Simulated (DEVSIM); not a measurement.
System: W/Al2O3/p-InP capacitor, at 250 K.

```csv
layer (left to right),material,thickness (nm),Na (cm⁻³)
1,Al2O3,2.40,-
2,InP,480,1.7e18
```

Metal gate on the left, work function 4.6 eV. Fixed charge at the semiconductor interface 0 cm⁻² (in units of +e); no interface traps.

The device is made up for the run: typed textbook-type constants, with dimensions and the other settings drawn at random. Values at 300 K; Nc and Nv go as T^1.5, mobilities as T to minus their exponent, the gap by Varshni's rule with the affinity fixed.

| parameter | Al2O3 | InP |
|---|---|---|
| gap (eV) | 6.8 | 1.344 |
| affinity (eV) | 1.35 | 4.38 |
| permittivity | 9 | 12.5 |
| Nc (cm⁻³) | - | 5.7e17 |
| Nv (cm⁻³) | - | 1.1e19 |
| Varshni α (eV/K) | - | 0.000363 |
| Varshni β (K) | - | 162 |

Simulated with DEVSIM: 1D Poisson equation in equilibrium, Boltzmann statistics, complete ionisation; no quantum confinement or tunnelling. Metal contacts follow the ideal Schottky-Mott rule: no Fermi-level pinning, no interface dipoles.

The Al2O3 thickness was swept, all else fixed.

| Al2O3 thickness (μm) | minimum of the low-frequency capacitance (μF/cm²) | capacitance of the dielectric stack (μF/cm²) |
|---|---|---|
| 0.00096 | 0.343 | 8.30 |
| 0.0013 | 0.335 | 6.13 |
| 0.0017 | 0.330 | 4.69 |
| 0.002 | 0.329 | 3.98 |
| 0.0024 | 0.319 | 3.32 |
| 0.0029 | 0.317 | 2.75 |

From the first row to the last the minimum of the low-frequency capacitance goes from 0.343 to 0.317. From the first row to the last the capacitance of the dielectric stack goes from 8.30 to 2.75.
